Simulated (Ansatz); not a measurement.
MgS under a change: S → O

Consider MgS in the rock salt structure (space group Fm-3m, No. 225; a = 5.182 Å).

Perturbation: full substitution S → O; the structure is relaxed again.

All numbers come from DFT with PBEsol, PAW potentials and a 420 eV plane-wave cutoff in Ansatz (a first-principles code), no spin-orbit coupling. Settings: 13×13×13 k-points, 0.05 eV Fermi–Dirac smearing, for the changed cell.

```json
[
 {"quantity": "density", "base": "2.69 g/cm³", "changed": "3.58 g/cm³", "shift": "+0.89 g/cm³"},
 {"quantity": "lattice parameter a", "base": "5.182 Å", "changed": "4.214 Å", "shift": "-0.968 Å"},
 {"quantity": "space group", "base": "Fm-3m (No. 225)", "changed": "Fm-3m (No. 225)", "shift": "–"},
 {"quantity": "band gap", "base": "2.73 eV", "changed": "4.62 eV", "shift": "+1.89 eV"},
 {"quantity": "gap character", "base": "indirect, Γ → X", "changed": "direct at Γ", "shift": "–"},
 {"quantity": "width of the top valence band", "base": "2.43 eV", "changed": "1.79 eV", "shift": "-0.64 eV"},
 {"quantity": "electron mass", "base": "0.53 mₑ along k, 0.29 mₑ across (at X)", "changed": "0.34 mₑ (at Γ)", "shift": "–"},
 {"quantity": "hole mass (degenerate bands, along [100])", "base": "0.25, 0.92, 0.92 mₑ (at Γ)", "changed": "0.38, 2.1, 2.1 mₑ (at Γ)", "shift": "–"}
]
```

Final structure:

```
CELL_PARAMETERS angstrom
      0.00000     2.10710     2.10710
      2.10710     0.00000     2.10710
      2.10710     2.10710     0.00000
ATOMIC_POSITIONS crystal
  O  0.00000 0.00000 0.00000
  Mg 0.50000 0.50000 0.50000
```

Effective masses come from finite differences of ±0.01 Å⁻¹. Along k means along the line from Γ to the band edge. Stability against distortions was not tested.
